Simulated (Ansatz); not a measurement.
**Be: pressure 10 GPa**

The reference is Be in the bcc (W type) structure (space group Im-3m, No. 229; a = 2.4927 Å; a cell from a computed database, its experimental status unchecked).

One thing is altered: a hydrostatic pressure of 10 GPa.

Level of theory: DFT with PBEsol, PAW potentials and a 420 eV plane-wave cutoff in Ansatz (a quantum-chemistry and plane-wave program), no SOC. k-mesh 26×26×26 (Γ-centred); smearing 0.05 eV (Fermi–Dirac).

```json
[
 {"quantity": "volume per atom", "base": "7.74 Å³", "changed": "7.21 Å³", "shift": "-0.53 Å³"},
 {"quantity": "density", "base": "1.93 g/cm³", "changed": "2.07 g/cm³", "shift": "+0.14 g/cm³"},
 {"quantity": "lattice parameter a", "base": "2.493 Å", "changed": "2.434 Å", "shift": "-0.0582 Å"},
 {"quantity": "shortest interatomic distance", "base": "2.159 Å", "changed": "2.108 Å", "shift": "-0.0504 Å"},
 {"quantity": "enthalpy H = E + PV relative to the base's energy", "base": "–", "changed": "+0.47 eV/atom", "shift": "–"},
 {"quantity": "band gap", "base": "zero", "changed": "zero", "shift": "–"}
]
```

Final structure:

```
CELL_PARAMETERS angstrom
     -1.21723     1.21723     1.21723
      1.21723    -1.21723     1.21723
      1.21723     1.21723    -1.21723
ATOMIC_POSITIONS crystal
  Be 0.00000 0.00000 0.00000
```

Load acts through the strain it causes; cell and atoms are relaxed under it. Whether these cells are dynamically stable was not tested. No other phases were tried under pressure. This is not the structure that Be has at room temperature and ambient pressure.
